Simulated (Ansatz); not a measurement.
An Ansatz (a quantum-chemistry and plane-wave program) run: K with a change (pressure 1.5 GPa); Ansatz, PBEsol, PAW, cutoff 420 eV, no spin-orbit coupling.

Input:

Ansatz 0.2 input:
```yaml
crystal:
  lattice:
    - [-2.4854034405, 2.4854034405, 2.4854034405]
    - [2.4854034405, -2.4854034405, 2.4854034405]
    - [2.4854034405, 2.4854034405, -2.4854034405]
  atoms:
    - { symbol: K, position: [0, 0, 0] }
basis: { ecutwfc: 420, ecutrho_ratio: 4, xc_grid: 2, fft_grid_basis: typed }
kpoints: { mp_grid: { grid: [13, 13, 13] } }
hamiltonian:
  xc: pbesol
  dispersion: none
  pseudopotentials: { kind: paw }
scf: { occupations: { method: fermi_dirac, width: 0.05 } }
relax: { f_tol: 0.01, max_steps: 60, cell: { stress_tol: 0.02, p_target: 1.5 } }
output: { forces: true, stress: true }
checkpoint: { write: state.ck, write_every: 1000 }
```

Output (explanatory and most iteration lines left out):

```
Relaxation: its limit of steps is 60 (relax.max_steps)
Pseudopotential: K, paw, valence charge 9
Crystal: 1 atoms, lattice volume = 61.412 Å³
Basis set: ecut = 420 eV, 1205 PW (Γ), exchange–correlation on 60×60×60 points (8 copies of the dense FFT grid, shifted against one another)
Bands: 9, of which v1, the nominal top of the filled ones, is band 5 counted from 1 (4 counted from 0)
Symmetry: 48 space group operations
Space group: Im-3m (ITA 229), of the structure as read, at distance tolerance 3.9e-5 Å
k-points: 84 of 2197
Functional: x = pbesol(κ = 0.804, μ = 0.12345679012345678), c = pbesol(β = 0.046)
SCF iter   1: F=—  HF=-1516.013183 eV  |F-HF|=—  |Δ(HF+E_count)|=         —  Δρ=1.39e-3  dr2=6.96e-4  ethr=1.77e-3  ⟨swp⟩=5.4  Hψ=5663  notcnv=0
SCF iter   2: F=—  HF=-1516.012698 eV  |F-HF|=—  |Δ(HF+E_count)|=   4.85e-4  Δρ=5.92e-4  dr2=9.49e-5  ethr=7.74e-6  ⟨swp⟩=2.1  Hψ=1706  notcnv=0
SCF 1 converged in 6 iterations: F = -1516.012649 eV  dr2 = 7.98e-10
relax step   1: F+E_penalty+E_count = -1516.01264887 eV  Δ(F+E_penalty+E_count) = +0.000e0 eV  max|allowed force component| = 0.000e0 eV/Å  Δτ_max = 0.0000 Å  P = +0.697 GPa  Ω = 61.412 Å³  (6 SCF iters, dr2 threshold 1.00e-7 eV, accepted)
[... steps on the carried basis left out ...]
relax step   5: F+E_penalty+E_count = -1515.97101700 eV  Δ(F+E_penalty+E_count) = +1.069e-5 eV  max|allowed force component| = 0.000e0 eV/Å  Δτ_max = 0.0000 Å  P = +1.491 GPa  Ω = 55.144 Å³  stress off target by 8.86e-3 GPa  SCF on the basis re-selected at this cell (its energy is not comparable with the rows above)  (5 SCF iters)
SCF converged after 5 iterations
Free energy (F): -1515.971017 eV
Internal energy: -1515.965119 eV  (E = F + TS)
E sigma→0 (E₀):  -1515.968068 eV
Entropy (-TS):   -0.005898 eV (-5.898 meV/atom)
Fermi energy:    3.088869 eV
--- Forces (eV/Å), atoms counted from 1 ---
  atom   1  K      0.00000000    -0.00000000    -0.00000000
--- Stress (GPa, compression-positive) ---
        1.491143       0.000000      -0.000000
       -0.000000       1.491143       0.000000
        0.000000      -0.000000       1.491143
  P = ⅓ Tr σ = 1.4911 GPa (14.911 kbar)
--- Relaxed structure (4 steps of the walk, 4 accepted, 1 SCFs on fresh bases) ---
  cell:  # Å, volume = 55.1444 Å³
    - [-2.397805334797244, 2.397805334797244, 2.397805334797244]
    - [2.397805334797244, -2.397805334797244, 2.397805334797244]
    - [2.397805334797244, 2.397805334797244, -2.397805334797244]
  atoms:
    - { symbol: K, position: [0.0, 0.0, 0.0] }
```

Load acts through the strain it causes; cell and atoms are relaxed under it. No phonon test of stability was made. The cell was made from K in the bcc (W type) structure (space group Im-3m, No. 229) by this change: pressure 1.5 GPa.
